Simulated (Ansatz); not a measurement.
**MoP under load (space group P-6m2): band-structure transport figures**

Here is the system:

```xyz
2
Lattice="3.1908 0.0000 0.0000 -1.5954 2.7633 0.0000 0.0000 0.0000 3.1828" Properties=species:S:1:pos:R:3 pbc="T T T"
Mo     0.0000     0.0000     0.0000
P      0.0000     1.8422     1.5914
```

All values below come from PBEsol, rigid bands (plane waves, PAW, scalar-relativistic; Ansatz, a quantum-chemistry and plane-wave program). Condition of this run: biaxial stress xx = yy = 2 GPa (compression positive) (the target of the relaxation). Geometry: cell and atoms relaxed with PBEsol, then loaded as said.

```
Property                                                                 Result
------------------------------------  -----------------------------------------
density of states at the Fermi level         0.744 states/(eV·cell), both spins
bare Sommerfeld coefficient                           0.88 mJ/(mol of atoms·K²)
Drude plasma energy                                5.3 (x), 5.3 (y), 6.2 (z) eV
root-mean-square Fermi velocity                                       6.7e5 m/s
resistivity times τ                   17.4 (x), 17.4 (y), 12.8 (z) ×10⁻²² Ω·m·s
```

A metal at this level (no band gap); rigid bands, thermally averaged at 300 K, both spins. Spin-orbit coupling is left out. τ is one relaxation time for all states.

Formula and space group known from diffraction (Crystallography Open Database), not checked to be the room-temperature form: MoP under load (space group P-6m2).
